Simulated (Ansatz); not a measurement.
# SiC: response to strain

The parent structure is SiC in the zinc blende structure (space group F-43m, No. 216; a = 4.357 Å). Axes: x, y, z lie along the cube axes.

Strains are applied to the cell and any free atomic positions relax.

The values are results of PBEsol (Ansatz, a quantum-chemistry and plane-wave program), no spin-orbit coupling, not measurements.

```csv
uniaxial strain ε_zz (%),band gap (eV)
-3,0.90
-2.5,0.96
-2,1.01
-1.5,?
-1,1.13
-0.5,1.19
0,1.24
```

Question: Fit E_g = E₀ + Dε (ε in %) to the rows shown and predict the withheld row.

Answer: Least squares on the printed values gives E₀ = 1.24 eV, D = 114 meV per % of strain (largest residual 0.00 eV); this predicts 1.07 eV, and the run gives 1.07 eV, in agreement.

Whether these cells are dynamically stable was not tested.
